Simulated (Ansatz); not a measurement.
**Computed paths: Rh vacancy in fcc Rh, neutral cell**

System: Rh vacancy in fcc Rh (neutral cell). All values below come from PBE, PAW (plane waves to 420 eV; Ansatz, a program for electronic structure).

32-site cell at the relaxed PBE lattice, a 2×2×2 k-point mesh shifted by half a step, smearing 0.10 eV, spin-restricted, no finite-size correction. Static, classical nuclei. Forms of the defect that were not tried may lie lower.

Barriers: single points on a 4×4×4 k-point mesh shifted by half a step at the bands' geometries.

| Route | Start site over the lowest site run (eV) | Hop (Å) | Forward barrier (eV) | Backward barrier (eV) | Neighbours at the start | Neighbours at the saddle | Saddle order | Forward, on the band's own sampling (eV) |
|---|---|---|---|---|---|---|---|---|
| one Rh atom jumps into the vacancy from a nearby Rh site | 0.00 | 2.67 | 1.84 | 1.84 | 4 Rh at 2.69, 2 Rh at 2.71, 4 Rh at 2.72, Rh at 2.73 Å | 4 Rh at 2.49, 4 Rh at 2.98 Å | not checked, on a symmetry element | 1.81 |

Paths come from climbing-image nudged elastic band runs.  A band can be held on a symmetry element, so unchecked saddle points there may be too high.
